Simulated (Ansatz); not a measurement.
CrAuO2, response to strain

The parent structure is CrAuO2 (space group R-3m, No. 166; a = 2.985 Å, c = 18.274 Å (hexagonal axes); ferromagnetic; a model cell, its experimental status unchecked). Axes: x lies along a and z along c of the hexagonal cell.

Strains are applied to the cell and any free atomic positions relax; under biaxial strain the out-of-plane vector relaxes too.

Calculations: PBEsol/PAW in Ansatz (a program for electronic structure), scalar-relativistic without spin-orbit coupling.

Computed cases, in order: biaxial strain −4.69 %, plane normal [001], relaxed out of plane; the unstrained base; biaxial strain +1.33 %, plane normal [001], relaxed out of plane; biaxial strain +1.63 %, plane normal [001], relaxed out of plane; biaxial strain +4.07 %, plane normal [001], relaxed out of plane.

Task: Between which two neighbouring cases does the band gap open or close?

Result: Between biaxial strain −4.69 %, plane normal [001], relaxed out of plane (zero) and the unstrained base (0.46 eV). The whole series: biaxial strain −4.69 %, plane normal [001], relaxed out of plane: zero; the unstrained base: 0.46 eV; biaxial strain +1.33 %, plane normal [001], relaxed out of plane: 0.70 eV; biaxial strain +1.63 %, plane normal [001], relaxed out of plane: 0.71 eV; biaxial strain +4.07 %, plane normal [001], relaxed out of plane: 0.70 eV.

The mesh was chosen for an insulator and is coarse for the gapless case. Spin-orbit coupling, missing from the scalar runs, can matter with Au. No phonon test of stability was made. No Hubbard U is applied and the magnetic state is the run's own (CrAuO2 ferromagnetic); small cells can't hold the antiferromagnetic order that many such compounds have, so gaps and moments can be off. A gap here joins edges of opposite spin (a spin-flip gap).
